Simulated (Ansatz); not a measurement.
Partial pair distribution functions of a relaxed model of amorphous Si₂₄O₄₇F₂, broadened by 0.06 Å; density 2.21 g/cm³. Level of theory: PBE, scalar-relativistic without spin-orbit coupling (plane waves to 420 eV, PAW; Ansatz, a quantum-chemistry and plane-wave program).

Preparation: random packing, a CHGNet melt and quench, and a DFT relaxation. O and F atoms were pushed apart under 1.9 Å during the dynamics, to hinder bonds among them. The hot cell started wider than the set density and was brought back towards it in steps. It is the lowest in DFT energy of 2 quenches. It is a model cell: composition and starting density were chosen by hand, and all elements were melted together. No dispersion term was used. Its density started from a set value of 2.21 and ended at 2.21 g/cm³. The simulated quench (nominally 400 K/ps over its main leg) is rapid and tends to freeze in more defects than a deposited or slowly cooled glass has. One small periodic cell is one sample of the glass; other quenches scatter about these values. The volume was held where the preparation left it, at a PBE pressure of 1.3 GPa. Stress components on the final sampling reach 4.6 GPa.

| r (Å) | g Si-O | g Si-F | g Si-Si | g O-O |
|---|---|---|---|---|
| 1.35 | 0.00 | 0.00 | 0.00 | 0.00 |
| 1.45 | 0.28 | 0.75 | 0.00 | 0.00 |
| 1.55 | 7.87 | 8.08 | 0.00 | 0.00 |
| 1.65 | 16.56 | 5.43 | 0.00 | 0.00 |
| 1.75 | 2.74 | 0.23 | 0.00 | 0.00 |
| 1.85 | 0.04 | 0.00 | 0.00 | 0.00 |
| 1.95 | 0.00 | 0.00 | 0.00 | 0.00 |
| 2.05 | 0.00 | 0.00 | 0.00 | 0.00 |
| 2.15 | 0.00 | 0.00 | 0.00 | 0.00 |
| 2.25 | 0.00 | 0.00 | 0.03 | 0.03 |
| 2.35 | 0.00 | 0.00 | 0.30 | 0.16 |
| 2.45 | 0.01 | 0.00 | 0.20 | 0.87 |
| 2.55 | 0.06 | 0.00 | 0.01 | 3.78 |
| 2.65 | 0.06 | 0.00 | 0.11 | 6.11 |
| 2.75 | 0.13 | 0.00 | 0.84 | 3.70 |
| 2.85 | 0.19 | 0.00 | 2.79 | 1.27 |
| 2.95 | 0.26 | 0.00 | 3.31 | 0.61 |
| 3.05 | 0.29 | 0.14 | 2.73 | 0.21 |
| 3.15 | 0.51 | 1.11 | 3.41 | 0.29 |
| 3.25 | 0.93 | 0.79 | 1.67 | 0.61 |
| 3.35 | 0.87 | 1.92 | 0.14 | 0.60 |
| 3.45 | 0.83 | 1.07 | 0.02 | 0.31 |
| 3.55 | 1.15 | 0.82 | 0.23 | 0.50 |
| 3.65 | 1.21 | 1.47 | 0.41 | 0.47 |
| 3.75 | 1.51 | 1.75 | 0.24 | 0.41 |
| 3.85 | 1.48 | 3.02 | 0.24 | 0.51 |
| 3.95 | 1.34 | 1.97 | 0.62 | 0.62 |
| 4.05 | 1.66 | 2.27 | 0.40 | 0.79 |
| 4.15 | 1.87 | 1.83 | 0.46 | 0.99 |
| 4.25 | 1.51 | 2.22 | 0.69 | 0.84 |
| 4.35 | 1.03 | 0.83 | 0.84 | 0.88 |
| 4.45 | 0.70 | 0.09 | 0.91 | 1.01 |
| 4.55 | 0.65 | 1.05 | 0.89 | 0.90 |
| 4.65 | 0.59 | 2.42 | 1.04 | 0.93 |
| 4.75 | 0.75 | 2.23 | 1.12 | 1.22 |
| 4.85 | 0.65 | 1.52 | 1.32 | 1.40 |
| 4.95 | 0.69 | 0.24 | 1.60 | 1.59 |
| 5.05 | 0.69 | 0.48 | 1.64 | 1.61 |
| 5.15 | 0.85 | 0.44 | 1.43 | 1.31 |

Within 1.90 Å each Si has 3.92 O neighbours on average.
